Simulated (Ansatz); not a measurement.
## O on the 1x1 (101) surface of tetragonal HfO2 (a metastable polymorph) (cut with top plane O), one in a 2x1 cell, started at the site 'top O'

Host crystal: tetragonal HfO2, with a band gap (PBE, scalar-relativistic without spin-orbit coupling).

Method: PBE (plane waves to 420 eV, PAW; Ansatz, a program for electronic structure).

Set-up: 37 atoms, 7.6 Å thick at the start under the adsorbate (thin: gaps and levels are the slab's own); mesh 3x3x1; 0.01 eV smearing; dipole correction on; 16 atoms held, the rest relaxed; symmetry of the start imposed; spin-polarised, no spin-orbit, no U, no dispersion correction. The starting moment vanished. At the end it is bonded to 2 Hf + O. In PBE this state lies 0.63 eV over the lowest of the starts that converged ('top O #2', where the adsorbate paired with a surface O atom).

| Property | Result |
|---|---|
| energy of the end state, in which the adsorbate paired with a surface O atom, against ½ O2(g) | 0.87 eV |
| change of the step from the bottom to the top vacuum level, against the clean slab | 0.15 eV |
| energy released by relaxation | 1.77 eV |
| height of the binding atom over the mean of the host atoms within 0.3 Å of the top one | 0.766 Å |
| magnetic moment of the cell | 0.00 μB |
| largest move of a host atom | 0.28 Å |
| note | in the relaxation the adsorbate left its starting site by 1.1 Å |

A negative adsorption energy means that the adsorbate is more stable on the surface than in its reference.
